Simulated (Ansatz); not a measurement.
Structures of equal composition on the (111) surface of fcc Ag: (√3x√3)R30°, one Ag adatom; one added row of Ag in 3. The slabs share one bottom face, and each structure is named by its start. These are constructed structures in small cells; real faces may alloy, dewet or reconstruct in larger ones, and not all known structures of the face are among them. Slabs of about 12 Å, Fermi-Dirac smearing of 0.1 eV. Bottom of the slabs: a bare face, its two planes held. Relaxed from the named starts with such symmetry as they have, on meshes of like density; energies extrapolated to zero smearing; spin only where a row says so; no spin-orbit coupling, no U. Brackets mark spin-polarised runs, whose order is one that fits the cell. The cells differ, so small differences also carry the error of unlike k-meshes.

The numbers are results of PBE (plane waves to 420 eV, PAW; Ansatz, an electronic-structure program), not measurements.

Task: Order them by energy per 1x1 cell (lowest first) at the level PBE.

Result: one added row of Ag in 3 (0.00 eV), (√3x√3)R30°, one Ag adatom (0.09 eV)
